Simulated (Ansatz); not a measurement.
Levels about the gap of amorphous Hf₁₈O₃₈Si (57 atoms in a cell of 755 Å³, 8.46 g/cm³; zone centre alone, so wide bands show as single levels with stretches between that a denser mesh fills), at the geometry that PBE relaxed, where it gives 0.1 GPa on a denser mesh. Exact exchange is cut at the faces of this small cell, which leaves a finite-size error. The participation number counts the atoms over which a state spreads; weights are charges in smoothed Voronoi cells. The levels come from a single point, so bond lengths are those of that geometry. Method of the levels: HSE06, scalar-relativistic without spin-orbit coupling (Ansatz, a first-principles code). Sampling: the zone centre alone; Fermi-Dirac width 0.02 eV; no spin polarisation. At PBE the levels at the filled edge of the gap are localised (band-tail or defect states).

It comes from a melt-quench run on a machine-learned potential (CHGNet), relaxed afterwards by DFT. O atoms were pushed apart under 1.9 Å during the dynamics, to hinder bonds among them. The hot cell started wider than the set density and was brought back towards it in steps. It is the lowest in DFT energy of 2 quenches. It is a model cell: composition and starting density were chosen by hand, and all elements were melted together. No dispersion term was used. Its density started from a set value of 8.61 and ended at 8.46 g/cm³. The simulated quench (nominally 380 K/ps over its main leg) is rapid and tends to freeze in more defects than a deposited or slowly cooled glass has. A cell of this size samples the disorder only roughly. Volume and shape were free in the relaxation.

```csv
"E - E(highest filled), eV",filling,participation number,largest on,weight O,weight Hf,weight Si
-0.33,filled,18.1,"O, 4 neighbours",0.94,0.06,0.00
-0.31,filled,21.5,"O, 3 neighbours",0.95,0.05,0.00
-0.23,filled,9.7,"O, 2 neighbours",0.94,0.06,0.00
-0.20,filled,14.2,"O, 2 neighbours",0.95,0.05,0.00
-0.14,filled,10.6,"O, 3 neighbours",0.95,0.04,0.00
-0.04,filled,11.3,"O, 2 neighbours",0.96,0.04,0.00
0.00,filled,11.7,"O, 2 neighbours",0.95,0.04,0.01
5.71,empty,31.0,"Hf, 6 neighbours",0.49,0.51,0.01
5.88,empty,18.5,"Hf, 6 neighbours",0.40,0.60,0.00
6.11,empty,30.5,"Hf, 6 neighbours",0.40,0.60,0.00
6.18,empty,31.2,"Hf, 6 neighbours",0.39,0.61,0.00
6.26,empty,24.2,"Hf, 6 neighbours",0.39,0.60,0.00
6.29,empty,28.1,"Hf, 6 neighbours",0.39,0.61,0.00
6.36,empty,21.5,"Hf, 6 neighbours",0.39,0.61,0.00
```

Most localised among these is the filled level at -0.23 eV, on a O atom, which has 2 neighbours (Hf 1.93 Å, Hf 2.01 Å).
